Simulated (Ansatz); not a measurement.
Cubic perovskite KMgF3, treated with PBEsol (PAW; Ansatz, a quantum-chemistry and plane-wave program).

Numerical settings: plane-wave cutoff 520 eV, 8×8×8 k mesh, Fermi–Dirac smearing 0.01 eV, scalar-relativistic PAW data made under PBE.

The cell has the measured lattice: a = b = c = 3.990 Å, α = β = γ = 90.00°.

Q: Predict the band gap and smallest direct gap on the k points sampled.

A: 
* **band gap**: 7.12 eV (indirect)
* **smallest direct gap on the k points sampled**: 7.45 eV

Note: cell and atoms aren't relaxed at this level.

Computed values are for the static lattice.

Computing time: very roughly 10 core-seconds.
